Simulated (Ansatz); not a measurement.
Model glasses of amorphous SiO2, 74 to 79 atoms (Si24O48 before any change). Each row is one cell at a composition chosen by hand, melted whole on the CHGNet potential with the anions pushed apart under 1.9 Å, quenched within some picoseconds, far faster than a real film, and relaxed with PBE, scalar-relativistic without spin-orbit coupling (plane waves to 420 eV, PAW; Ansatz, a quantum-chemistry and plane-wave program). Each is the lower in DFT energy of 2 quenches. Cycles of charging and discharging were tried on some cells ahead of these points, and a cell that came back lower was taken. The column on the box says what of it was relaxed with the atoms; held means as the quench left it. Cells that kept moments or hold spare charge are left out.

At the relaxed places, the spacing of the highest filled and the lowest empty level was computed at the zone centre with PBE and with r2SCAN, without spin polarisation, or with spin where the moments then died out. A level counts as spread where PBE shares it among more than a fifth of the atoms; else the element of the atom with the largest weight is named. Formal charges balance in every cell (each cation at its usual highest valence, Cu and Ag at +1, Sb at +3, H at +1, O at −2, N at −3, F and Cl at −1). r2SCAN ran with plane waves to 500 eV. Where a level is localised, the spacing isn't the band gap.

```
cell             change               box  highest filled on  lowest empty on  spacing, PBE (eV)  spacing, r2SCAN (eV)
----------  -----------  ----------------  -----------------  ---------------  -----------------  --------------------
Si24O51Sb2  +3 O, +2 Sb             shape                  O               Sb               1.17                  1.52
Si24O51W     +3 O, +1 W  volume and shape                  O                W               2.33                  2.63
Si24O53Ta2  +5 O, +2 Ta             shape                  O               Ta               3.03                  3.40
Si24O53Nb2  +2 Nb, +5 O             shape                  O               Nb               3.69                  4.11
Si24O49Ba   +1 Ba, +1 O             shape                  O           spread               4.04                  4.65
Si24O51Y2    +3 O, +2 Y  volume and shape                  O                Y               4.20                  4.73
Si24O49Li2  +2 Li, +1 O             shape                  O           spread               4.58                  5.22
Si24O50Ge   +1 Ge, +2 O  volume and shape             spread           spread               4.84              withheld
Si24O51B2    +2 B, +3 O             shape                  O           spread               5.18                  5.86
```

**Question.** Fit a straight line of the last column on the one before it through the 8 full rows, and predict the withheld value for Si24O50Ge.

**Answer.** Means: x = 3.528, y = 4.015. Slope = Σ(Δx Δy) / Σ(Δx²) = 12.9853 / 11.8192 = 1.099; intercept = 4.015 − (1.099) × 3.528 = 0.138 eV; r.m.s. residual 0.066 eV. Prediction: 0.138 + (1.099) × 4.84 = 5.46 eV. The run gave 5.58 eV, a miss of 0.12 eV, within twice the residual.
